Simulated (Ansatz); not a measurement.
HfS2: energy against strain

HfS2 (1T layered, P-3m1, 21.646 Å³/atom at rest, c along z) under an equal strain ε in the (0001) plane with the normal axis free, as in a coherent film. PBE-D3(BJ) in Ansatz, a plane-wave DFT program (PAW, default set), 420 eV, 11×11×6 Γ-centred mesh, Fermi-Dirac smearing 0.05 eV; ions are relaxed within the symmetry of each cell.

Here s stands for strain and y for E less E0.

| strain (%) | E less E0 (meV/atom) |
|---|---|
| -1.50 | 5.25 |
| -1.00 | 2.31 |
| -0.50 | 0.57 |
| 0.00 | 0.00 |
| 0.50 | 0.56 |
| 1.00 | 2.21 |
| 1.50 | 4.92 |
| 3.00 | ? |

Taking a parabola for y over the 7 complete rows: Least squares gives y = 0.000 - 0.0857·s + 2.2600·s². Residuals (row less fit): 0.036, -0.036, -0.038, 0.000, 0.038, 0.036, -0.036; standard error 0.045 (degrees of freedom: 4). Twice the quadratic coefficient over the volume, 2 × 2.2600 meV × 10⁴ × 0.1602 / 21.646 Å³, is twice the biaxial elastic modulus of this plane = 335 ± 3 GPa.

Q: Estimate the missing y (s = 3.00); what did the run itself give?

A: y = 0.000 - 0.0857 × 3.0 + 2.2600 × 3.0² = 20.083 meV/atom. The calculation gives 19.09 meV/atom, 0.993 meV/atom below the prediction (5.2 % of the range of y in the table). The row lies outside the fitted rows, so this is an extrapolation. From the scatter of the fitted rows alone, a prediction at this place has a standard error of 0.172 meV/atom, so the miss is 5.8 times that.

One order more, fitted to all 13 runs of the series, follows each within 0.01, so the miss is the next term of a smooth law. Rows are the converged runs of the series near zero and its far end; series whose fitted rows scatter by over a few per cent of the range, as at a crossing or softening among them, aren't shown in this form. Most that stay on the fit to the last digits aren't either.
